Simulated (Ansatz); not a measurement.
The reference is La$_{2}$O$_{3}$ (space group P-3m1, No. 164; a = 3.906 Å, c = 6.039 Å). Axes: x lies along a and z along c of the hexagonal cell.

Structures relaxed with PBEsol/PAW in Ansatz (a program for electronic structure), no spin-orbit coupling, earlier PAW set.

Base:

Simulated powder pattern, Cu Kα1, λ = 1.54056 Å (kinematic, ideal powder, no thermal factors, no anomalous dispersion; the 10 strongest lines at most, above 2 %, up to 2θ = 90°):

| 2θ (°) | I/Imax (%) | hkl |
|---|---|---|
| 26.32 | 29 | (100) |
| 29.56 | 27 | (002) |
| 30.26 | 100 | (011) |
| 39.99 | 27 | (012) |
| 46.45 | 34 | (110) |
| 52.88 | 27 | (103) |
| 56.03 | 27 | (112) |
| 56.44 | 18 | (201) |
| 72.99 | 10 | (023) |
| 76.01 | 15 | (121) |

Perturbation: tensile biaxial strain of 1.95 % in the plane normal to [001], as in epitaxy on a mismatched substrate; the out-of-plane cell vector and the atoms relax.

After the change:

Simulated powder pattern, Cu Kα1, λ = 1.54056 Å (kinematic, ideal powder, no thermal factors, no anomalous dispersion; the 10 strongest lines at most, above 2 %, up to 2θ = 90°):

```tsv
2θ (°)	d (Å)	I/Imax (%)	hkl
25.81	3.449	30	(100)
30.00	2.976	100	(011)
30.35	2.943	25	(002)
40.25	2.239	27	(012)
45.51	1.991	36	(110)
53.71	1.705	25	(103)
55.48	1.655	18	(201)
55.69	1.649	27	(112)
72.98	1.295	10	(023)
74.49	1.273	16	(121)
```

The indices refer to the base's conventional cell; one index is shown for lines that coincide.

Stability against distortions was not tested.
